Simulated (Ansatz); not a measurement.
The parent structure is a 16-atom supercell of BeSe in the zinc blende structure (space group F-43m, No. 216; a = 5.178 Å) at its relaxed geometry.

The values are results of PBE in Ansatz (plane waves to 420 eV, PAW, no SOC), not measurements.

One neutral defect a cell, atoms relaxed at fixed cell.

One change was made to it. Results:

```json
[
 {"quantity": "pressure", "base": "0.0 GPa", "after": "2.3 GPa"},
 {"quantity": "largest displacement of a host atom from its site in the perfect cell", "base": "–", "after": "0.06 Å"}
]
```

### Question
Which of these changes matches the shifts?
A) Li interstitial (started 2.24 Å from the nearest host atom)
B) Se vacancy, symmetric start
C) Sn on a Be site, symmetric start
D) Se interstitial (started 2.24 Å from the nearest host atom), symmetric start

### Answer
A, Li interstitial (started 2.24 Å from the nearest host atom). For comparison, the pressure in the other runs: Sn on a Be site, symmetric start gives 9.0 GPa; Se vacancy, symmetric start gives -2.7 GPa; Se interstitial (started 2.24 Å from the nearest host atom), symmetric start gives 10.4 GPa.

Other magnetic orders, which the real material may have, were not ruled out. In so small a cell the defect repeats every few ångströms: this is an ordered compound, not a dilute defect. A case with no gap was solved on a k-mesh chosen for an insulator, which is coarse for it. Defects with a symmetric start kept the site's symmetry and may sit on a saddle; the others started slightly shaken. Seeded moments were not kept for Li interstitial (started 2.24 Å from the nearest host atom), Sn on a Be site, Se vacancy and Se interstitial (started 2.24 Å from the nearest host atom).

Ansatz is a program for electronic structure.
